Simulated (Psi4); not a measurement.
Psi4 1.11, HF/def2-svp: Mo(F)5 ([F][Mo+]([F])([F])([F])[F]), charge +1, multiplicity 1, 6 atoms. The geometry is a generated start, not checked to be a minimum at this level.

- task = energy
- method = scf
- basis = def2-svp
- memory = 3 GB
- maxiter = 100
- keys of the molecule block = symmetry c1
- scf_type = df (default)
- e_convergence = 1e-06 (default)
- d_convergence = 1e-06 (default)
- effective core potentials = those of the basis set, past Kr
- basis functions = 101

```xyz
6

Mo     0.0025     0.0032    -0.0019
F      1.1292    -0.6799     1.0663
F     -1.1357     0.6777    -1.0648
F      0.1783     1.5296     0.7836
F      1.0103    -0.4113    -1.3387
F     -1.1846    -1.1192     0.5555
```

Charge 1 and multiplicity 1 are set for this test and not shown to be the ground state.

With the defaults (damping_percentage = 0, diis = true, scf_initial_accelerator = adiis, guess = auto, which took SAD, level_shift = 0, level_shift_cutoff = 0.01, diis_max_vecs = 10, soscf = false) it converges in 10 SCF iterations. One run each on 2 threads, with these changes:
- guess = sapgau
- damping_percentage = 20
- soscf = true
- guess = gwh
- damping_percentage = 60, diis = false, scf_initial_accelerator = none
- diis_max_vecs = 3
- guess = core
- level_shift = 0.1, level_shift_cutoff = 0.001
- damping_percentage = 60

Task: Which of these changes keep the SCF from converging, or lead it to another solution?

Result: No convergence: damping_percentage = 60; damping_percentage = 60, diis = false, scf_initial_accelerator = none (the run ends without SCF convergence in 100 iterations). The rest reach the solution of the defaults.

```json
[
 {"setting": "soscf = true", "SCF iterations": "6", "JK calls": "17", "end": "same solution"},
 {"setting": "the defaults", "SCF iterations": "10", "JK calls": "11", "end": "same solution"},
 {"setting": "level_shift = 0.1, level_shift_cutoff = 0.001", "SCF iterations": "10", "JK calls": "11", "end": "same solution"},
 {"setting": "guess = gwh", "SCF iterations": "11", "JK calls": "11", "end": "same solution"},
 {"setting": "guess = core", "SCF iterations": "13", "JK calls": "13", "end": "same solution"},
 {"setting": "guess = sapgau", "SCF iterations": "14", "JK calls": "14", "end": "same solution"},
 {"setting": "diis_max_vecs = 3", "SCF iterations": "14", "JK calls": "15", "end": "same solution"},
 {"setting": "damping_percentage = 20", "SCF iterations": "17", "JK calls": "18", "end": "same solution"},
 {"setting": "damping_percentage = 60", "SCF iterations": "100", "JK calls": "101", "end": "no convergence"},
 {"setting": "damping_percentage = 60, diis = false, scf_initial_accelerator = none", "SCF iterations": "100", "JK calls": "101", "end": "no convergence"}
]
```

An SOSCF iteration holds several JK calls; a Hückel guess adds calls on atoms.
